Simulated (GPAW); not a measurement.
## Input and output of a self-consistent single point for Fe (Im-3m, 1 atom in the cell) (GPAW)

Method: PBE, GPAW PAW datasets PBE (gpaw-data 1.0.1) (plane waves; GPAW).

The input file:

```python
from ase import Atoms
from ase.units import GPa
from gpaw import GPAW, PW, FermiDirac

atoms = Atoms(['Fe'],
              cell=[[-1.435000, 1.435000, 1.435000],
                    [1.435000, -1.435000, 1.435000],
                    [1.435000, 1.435000, -1.435000]],
              positions=[[0.000000, 0.000000, 0.000000]],
              pbc=True)

atoms.set_initial_magnetic_moments([2.5])

calc = GPAW(spinpol=True,
            mode=PW(800),
            xc='PBE',
            kpts=(11, 11, 11),
            occupations=FermiDirac(0.1),
            nbands=-5,
            convergence={'forces': 0.001},
            symmetry={'symmorphic': False, 'tolerance': 0.0005},
            maxiter=150,
            txt='-')

atoms.calc = calc

energy = atoms.get_potential_energy()
print('Energy (eV):', round(energy, 6))
forces = atoms.get_forces()
print('Forces (eV/Ang):')
print(forces.round(5))
stress = atoms.get_stress()
print('Stress (GPa, Voigt):', (stress / GPa).round(4))
```

Output, abridged:

```
Input parameters:
  convergence: {forces: 0.001}
  kpts: [11 11 11]
  maxiter: 150
  mode: {ecut: 800.0,
         name: pw}
  nbands: -5
  occupations: {fixmagmom: False,
                name: fermi-dirac,
                width: 0.1}
  spinpol: True
  symmetry: {symmorphic: False,
             tolerance: 0.0005}
  xc: PBE

species:
  Fe:
    name: Iron
    Z: 26.0
    valence: 8
    core: 18
    charge: 0.0
    file: Fe.PBE.gz

    # Using partial waves for Fe as LCAO basis

Reference energy: -34619.454600  # eV

Spin-polarized calculation.
Initial magnetic moment: 2.500000

Convergence criteria:
 Maximum [total energy] change in last 3 cyles: 0.0005 eV / valence electron
 Maximum integral of absolute [dens]ity change: 0.0001 electrons / valence electron
 Maximum integral of absolute [eigenst]ate change: 4e-08 eV^2 / valence electron
 Maximum change in the atomic [forces] across last 2 cycles: 0.001 eV/Ang OR
Maximum error relative to the maximum force is below inf
 Maximum number of scf [iter]ations: 150

Symmetries present (total): 48
Symmetries with fractional translations: 0
1331 k-points: 11 x 11 x 11 Monkhorst-Pack grid
56 k-points in the irreducible part of the Brillouin zone
       k-points in crystal coordinates                weights
   0:     0.00000000    0.00000000    0.00000000          1/1331
   1:     0.09090909    0.00000000    0.00000000         12/1331
   2:     0.09090909    0.09090909   -0.09090909          6/1331
   [... 7 lines left out ...]
          ...
  55:     0.45454545    0.45454545    0.45454545          8/1331

Wave functions: Plane wave expansion
  Cutoff energy: 800.000 eV
  Number of coefficients (min, max): 598, 621
  Pulay-stress correction: 0.000000 eV/Ang^3 (de/decut=0.000000)

Occupation numbers: Fermi-Dirac:
  width: 0.1000  # eV

Eigensolver

Densities:
  Coarse grid: 18*18*18 grid
  Fine grid: 36*36*36 grid
  Total Charge: 0.000000

Density mixing:
  Method: difference
  Backend: pulay
  Linear mixing parameter: 0.05
  old densities: 5
  Damping of long wavelength oscillations: 50

Hamiltonian:
  XC and Coulomb potentials evaluated on a 36*36*36 grid
  External potential:
    NoExternalPotential

XC parameters: PBE with 2 nearest neighbor stencil

Number of atoms: 1
Number of atomic orbitals: 9
Number of bands in calculation: 10
Number of valence electrons: 8
Bands to converge: occupied

Density initialized from atomic densities
  9 bands from LCAO basis set
  1 band from random numbers

Atomic positions and initial magnetic moments

Positions:
   0 Fe     0.000000    0.000000    0.000000    ( 0.0000,  0.0000,  2.5000)

Unit cell:
           periodic     x           y           z      points  spacing
  1. axis:    yes   -1.435000    1.435000    1.435000    18     0.1127
  2. axis:    yes    1.435000   -1.435000    1.435000    18     0.1127
  3. axis:    yes    1.435000    1.435000   -1.435000    18     0.1127

  Lengths:   2.485493   2.485493   2.485493
  Angles:  109.471221 109.471221 109.471221

Effective grid spacing dv^(1/3) = 0.1266

     iter     time        total  log10-change:         magmom
                         energy   eigst   dens  force
iter:   1 --:--:--    -8.945575                          +2.5044
iter:   2 --:--:--    -9.013973   -1.37  -1.48           +2.3345
iter:   3 --:--:--    -9.024842   -1.89  -1.50           +2.1931
iter:   4 --:--:--    -9.093300   -1.92  -1.82           +2.2316
iter:   5 --:--:--    -9.167919   -2.21  -1.39           +2.2183
iter:   6 --:--:--    -9.044951   -2.07  -1.49           +2.2163
iter:   7 --:--:--    -9.044441   -3.50  -2.54           +2.2271
iter:   8 --:--:--    -9.044656c  -4.21  -2.84           +2.2366
iter:   9 --:--:--    -9.044662c  -4.69  -2.99           +2.2553
iter:  10 --:--:--    -9.044685c  -5.45  -3.36           +2.2550
iter:  11 --:--:--    -9.044656c  -5.57  -3.23           +2.2545
iter:  12 --:--:--    -9.044659c  -6.46  -3.96           +2.2540
iter:  13 --:--:--    -9.044675c  -6.47  -4.04c          +2.2510
iter:  14 --:--:--    -9.044672c  -6.90  -4.13c          +2.2518
iter:  15 --:--:--    -9.044672c  -7.95c -4.37c          +2.2517
iter:  16 --:--:--    -9.044673c  -8.65c -4.49c -23.34c   +2.2515

Converged after 16 iterations.

Dipole moment: (0.000000, 0.000000, -0.000000) |e|*Ang

Total magnetic moment: (0.000000, 0.000000, 2.251533)
Local magnetic moments:
   0 Fe ( 0.000000,  0.000000,  2.292834)

Energy contributions relative to reference atoms: (reference = -34619.454600)

Kinetic:         +6.225259
Potential:       -5.299979
External:        +0.000000
XC:             -10.042865
Entropy (-ST):   -0.032951
Local:           +0.089388
SIC:             +0.000000
--------------------------
Free energy:     -9.061148
Extrapolated:    -9.044673

Spin contamination: 0.062613 electrons
Showing only first 2 kpts
                      Up                     Down
 Kpt  Band  Eigenvalues  Occupancy  Eigenvalues  Occupancy
  0     2      7.32809    1.00000      9.31026    0.91331
  0     3      7.32809    1.00000      9.31026    0.91331
  0     4      8.46723    0.99998     11.28177    0.00000
  0     5      8.46723    0.99998     11.28177    0.00000

  1     2      7.31783    1.00000      9.28646    0.93038
  1     3      7.50076    1.00000      9.49976    0.61292
  1     4      8.38664    0.99999     11.17018    0.00000
  1     5      8.47425    0.99998     11.28975    0.00000

Fermi level: 9.54573

No gap
No difference between direct/indirect transitions
Energy (eV): -9.044673

Forces in eV/Ang:
  0 Fe   -0.00000    0.00000    0.00000

Stress tensor:
     0.032192    -0.000000    -0.000000
    -0.000000     0.032192    -0.000000
    -0.000000    -0.000000     0.032192
Stress (GPa, Voigt): [ 5.1577  5.1577  5.1577 -0.     -0.     -0.    ]
```

The run converged in 16 iterations. GPAW prints stress with tension positive.

The starting cell has typed, rounded lattice constants, without a prior relaxation at this level. With one magnetic atom in the cell only a parallel order is possible. With a pressure of about -5 GPa the cell is away from its equilibrium volume at this level.

Cost on one core of a shared machine: roughly 40 s.
